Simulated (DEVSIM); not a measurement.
Structure: Pt/SiON/p-Si capacitor, at 300 K.

```tsv
layer (left to right)	material	thickness (nm)	Na (cm⁻³)
1	SiON	5.00	-
2	Si	2300	6.2e16
```

Metal gate on the left, work function 5.6 eV. Fixed charge at the semiconductor interface 7.1e10 cm⁻² (in units of +e); no interface traps.

This is a model device: material constants are rounded textbook-type values typed into the input, and sizes, dopings and lifetimes were drawn at random. Values at 300 K.

```tsv
parameter	SiON	Si
gap (eV)	7	1.124
affinity (eV)	1.4	4.05
permittivity	5.5	11.7
Nc (cm⁻³)	-	2.86e19
Nv (cm⁻³)	-	3.1e19
```

DEVSIM, 1D Poisson equation in equilibrium, Boltzmann statistics, complete ionisation; no quantum confinement or tunnelling. Metal contacts follow the ideal Schottky-Mott rule: no Fermi-level pinning, no interface dipoles.

The interface trap density was swept, all else fixed.

```csv
interface trap density (cm^-2 eV^-1),flat-band voltage (V),threshold voltage (band bending 2φF) (V),minimum of the low-frequency capacitance (μF/cm²)
0,0.58,1.51,0.0814
1e10,0.57,1.51,0.0828
1e11,0.57,1.52,0.0947
3e11,0.56,1.53,0.120
1e12,0.51,1.58,0.199
2e12,0.44,1.64,0.288
```

From the first row to the last the flat-band voltage goes from 0.58 to 0.44. From the first row to the last the threshold voltage (band bending 2φF) goes from 1.51 to 1.64.
